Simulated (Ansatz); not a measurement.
Base system: Ti in the hcp (Mg type) structure (space group P6_3/mmc, No. 194; a = 2.902 Å, c = 4.593 Å; relaxed with 0.1 eV smearing). Axes: x lies along a and z along c of the hexagonal cell.

Structures relaxed with PBEsol (Ansatz, a quantum-chemistry and plane-wave program, PAW, spin-orbit coupling left out).

Base:

Simulated powder pattern, Cu Kα1, λ = 1.54056 Å (kinematic, ideal powder, no thermal factors, no anomalous dispersion; the 8 strongest lines at most, above 2 %, up to 2θ = 90°):

```
2θ (°)  I/Imax (%)    hkl
------  ----------  -----
35.70           25  (100)
39.20           25  (002)
40.90          100  (101)
54.05           14  (102)
64.14           15  (110)
72.19           15  (103)
77.81           16  (112)
78.93           12  (201)
```

It is then changed as follows: uniaxial strain ε_zz = +2.00 %, all other strain components held at zero, atoms relaxed at fixed cell.

After the change:

Simulated powder pattern, Cu Kα1, λ = 1.54056 Å (kinematic, ideal powder, no thermal factors, no anomalous dispersion; the 8 strongest lines at most, above 2 %, up to 2θ = 90°):

| 2θ (°) | I/Imax (%) | hkl |
|---|---|---|
| 35.70 | 25 | (100) |
| 38.40 | 27 | (002) |
| 40.71 | 100 | (101) |
| 53.43 | 14 | (102) |
| 64.14 | 15 | (110) |
| 71.01 | 16 | (103) |
| 77.29 | 16 | (112) |
| 78.80 | 12 | (201) |

The indices refer to the base's conventional cell; one index is shown for lines that coincide.

No phonon test of stability was made. The final runs are not spin-polarised.
